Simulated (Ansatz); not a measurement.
Functionals compared on the (221) surface of bcc W in its 1x1 cell, outermost plane spacing 0.53 Å in the ideal cut, in Ansatz (plane waves, PAW). The structure was relaxed with PBE; the other rows are single points on it, each with its references at the same level. Cutoff 420 eV (500 eV for r2SCAN).

Slab: 20 atoms, 10.1 Å thick at the start (thin: gaps and levels are the slab's own); k 9x6x1, smearing 0.1 eV, dipole-corrected; all atoms relaxed; held to the part of the start's symmetry that mesh and held atoms allow; no spin, no spin-orbit, no U. These notes are the PBE run's.

```
functional  surface energy (J/m²)  work function of the top face (eV)          rough cost of the single point
----------  ---------------------  ----------------------------------  --------------------------------------
PBE                          3.60                                4.29                                       –
LDA                             ?                                   ?   about 7 core-minutes (a rough figure)
PBEsol                       3.92                                4.38                  roughly 6 core-minutes
RPBE                         3.42                                4.15             very roughly 7 core-minutes
r2SCAN                       3.89                                4.32  about 12 core-minutes (a rough figure)
```

### Question
Complete the blanks.

### Answer

- LDA, surface energy (J/m²): 3.97
- LDA, work function of the top face (eV): 4.57

Ansatz is a first-principles code.
